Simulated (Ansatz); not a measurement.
HfSiO4 (I4₁/amd, No. 141, 12 atoms in the cell; start COD 9000852) was calculated with r²SCAN+rVV10 in Ansatz (PAW).

Run with plane-wave cutoff 560 eV, 8×8×8 k mesh, Fermi–Dirac smearing 0.01 eV, scalar-relativistic PAW data made under PBE.

Cell (relaxed at this level):

```cif
data_Hf2O8Si2
_chemical_formula_sum 'Hf2 Si2 O8'
_space_group_name_H-M_alt 'P 1'
_space_group_IT_number 1
_cell_length_a 5.51817
_cell_length_b 5.51817
_cell_length_c 5.51817
_cell_angle_alpha 106.995
_cell_angle_beta 106.995
_cell_angle_gamma 114.546
loop_
_space_group_symop_operation_xyz
  'x, y, z'
loop_
_atom_site_label
_atom_site_type_symbol
_atom_site_fract_x
_atom_site_fract_y
_atom_site_fract_z
_atom_site_occupancy
Hf1 Hf 0.75000 0.25000 0.50000 1
Hf2 Hf 0.00000 0.00000 0.00000 1
Si1 Si 0.25000 0.75000 0.50000 1
Si2 Si 0.50000 0.50000 0.00000 1
O1 O 0.13495 0.31988 0.81506 1
O2 O 0.06988 0.75482 0.68494 1
O3 O 0.50482 0.31988 0.18494 1
O4 O 0.06988 0.38495 0.31506 1
O5 O 0.61505 0.93012 0.68494 1
O6 O 0.68012 0.86505 0.18494 1
O7 O 0.24518 0.93012 0.31506 1
O8 O 0.68012 0.49518 0.81506 1
```

Q: Predict the band gap.

A: 
* **band gap**: 6.03 eV (on the SCF k mesh)

Note: the relaxation could not lower the start's symmetry, so the cell can be a saddle point above a distorted one.

Spin–orbit coupling is not included.

Static lattice: no zero-point or thermal effects.

It cost roughly 5 core-minutes of CPU time.

Ansatz is an electronic-structure program.
